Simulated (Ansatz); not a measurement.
## Migration barriers: Au vacancy in fcc Au, neutral cell

Consider Au vacancy in fcc Au, neutral cell. All values below come from PBE, PAW (plane waves to 420 eV; Ansatz, an electronic-structure program).

Cell of 32 host sites held at the relaxed PBE lattice; a 2×2×2 k-point mesh shifted by half a step; Fermi-Dirac width 0.10 eV, spin-restricted; finite-size errors left in. Energies are static. Spin-orbit coupling is left out. Forms of the defect that were not tried may lie lower.

Barriers: single points on a 4×4×4 k-point mesh shifted by half a step at the bands' geometries (they differ from the bands' own by up to 0.18 eV, and are uncertain by about as much).

```
Route                                                     Start site over the lowest site run (eV)  Hop (Å)  Forward barrier (eV)  Backward barrier (eV)                                 Neighbours at the start                  Neighbours at the saddle                        Saddle order  Forward, on the band's own sampling (eV)
--------------------------------------------------------  ----------------------------------------  -------  --------------------  ---------------------  ------------------------------------------------------  ----------------------------------------  ----------------------------------  ----------------------------------------
one Au atom jumps into the vacancy from a nearby Au site                                      0.00     2.83                  0.58                   0.58  4 Au at 2.89, 2 Au at 2.94, 4 Au at 2.96, Au at 2.99 Å  4 Au at 2.69, 3 Au at 3.17, Au at 3.18 Å  not checked, on a symmetry element                                      0.40
```

Paths come from climbing-image nudged elastic band runs.  A band can be held on a symmetry element, so unchecked saddle points there may be too high.

The whole set of runs took roughly 0.4 core-hours.
